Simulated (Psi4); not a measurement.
Psi4 1.11, unrestricted TPSS/def2-svp: Cu(F)(amdMe) (CC1[N](C)[Cu]([F])<-[N]=1C), charge 0, multiplicity 2, 17 atoms. The geometry is a generated start, not checked to be a minimum at this level.

```yaml
task: energy
method: tpss
basis: def2-svp
memory: 3 GB
maxiter: 100
keys_of_the_molecule_block: symmetry c1
scf_type: df (default)
guess: auto, which took SAD (default)
scf_initial_accelerator: adiis (default)
e_convergence: 1e-06 (default)
d_convergence: 1e-06 (default)
dft_radial_points: 75 (default)
dft_spherical_points: 302 (default)
basis_functions: 174
grid_points: 360490
```

```xyz
17

Cu     1.9669    -0.9713    -0.0218
F      3.4936    -1.6953    -0.0060
C     -1.5217     0.7489     0.0393
C     -0.1814     0.0879    -0.0045
N      0.9862     0.6986    -0.0447
C      1.2386     2.1095    -0.0151
N      0.0476    -1.2113    -0.0292
C     -0.9162    -2.2727    -0.0080
H     -2.2373     0.1232     0.5646
H     -1.8784     0.9174    -0.9752
H     -1.4561     1.7046     0.5513
H      2.0192     2.3464    -0.7389
H      0.3436     2.6813    -0.2707
H      1.5868     2.4175     0.9762
H     -0.6483    -3.0157    -0.7606
H     -0.9220    -2.7643     0.9698
H     -1.9211    -1.9049    -0.2264
```

Charge 0 and multiplicity 2 are set for this test and not shown to be the ground state.

One run each on 2 threads. Values of diis_max_vecs tried: 3, 6, 10 (default), 20.

Which value of diis_max_vecs needs the fewest SCF iterations, and what happens away from it?

Fewest SCF iterations, within one of each other: 10 (default) with 17, 20 with 16. The count rises to 31 at 3. All converge to one solution.

```json
[
 {"diis_max_vecs": "3", "SCF iterations": "31", "end": "same solution"},
 {"diis_max_vecs": "6", "SCF iterations": "19", "end": "same solution"},
 {"diis_max_vecs": "10 (default)", "SCF iterations": "17", "end": "same solution"},
 {"diis_max_vecs": "20", "SCF iterations": "16", "end": "same solution"}
]
```
